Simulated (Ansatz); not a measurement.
Start from BeSe in the zinc blende structure (space group F-43m, No. 216; a = 5.178 Å).

The values are results of plane-wave PAW DFT at the PBE level (Ansatz, a quantum-chemistry and plane-wave program, 420 eV), spin-orbit coupling left out, not measurements.

One change was made to it. Results:

| quantity | base | after |
|---|---|---|
| electron mass | 0.90 mₑ along k, 0.27 mₑ across (at X) | 0.87 mₑ along k, 0.26 mₑ across (at X) |
| lattice parameter a | 5.178 Å | 5.085 Å |

Question: Which of these changes matches the shifts?
A. pressure 22.5 GPa
B. pressure −1 GPa
C. pressure 2.1 GPa
D. pressure −2 GPa
E. pressure 4.5 GPa

Answer: E, pressure 4.5 GPa. For comparison, the electron mass in the other runs: pressure −2 GPa gives 0.91 mₑ along k, 0.28 mₑ across (at X); pressure 22.5 GPa gives 0.80 mₑ along k, 0.24 mₑ across (at X); pressure −1 GPa gives 0.90 mₑ along k, 0.27 mₑ across (at X); pressure 2.1 GPa gives 0.88 mₑ along k, 0.27 mₑ across (at X).

The levels and masses belong to the bands next to the band gap. Load acts through the strain it causes; cell and atoms are relaxed under it. Effective masses come from finite differences of ±0.01 Å⁻¹. Along k means along the line from Γ to the band edge. Whether these cells are dynamically stable was not tested. No other phases were tried under pressure.
